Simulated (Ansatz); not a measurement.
Antifluorite Be2C was calculated with HSE06 (PAW; Ansatz, an electronic-structure program).

Settings: plane-wave cutoff 460 eV, 10×10×10 k mesh, Fermi–Dirac smearing 0.01 eV, scalar-relativistic PAW data made under PBE.

Equation-of-state points:

```tsv
V (Å³/atom)	E − E_lowest (meV/atom)
6.319	11.80
6.485	2.67
6.707	0.00
6.818	2.32
6.984	9.88
```

Estimate the bulk modulus and its pressure derivative from these points.

V0 = 6.654 Å³/atom, B0 = 213 GPa, B′ = 3.5 (fit to the energies at full precision).

Measured, for comparison: equilibrium volume per atom 6.81 Å³/atom (temperature not stated, not corrected to a static lattice; as tabulated in Freccero, Grin, Wagner, Dalton Trans. (2023), ESI). Computed (rounded) less measured: equilibrium volume per atom -2.3 %.

Static lattice: no zero-point or thermal effects.
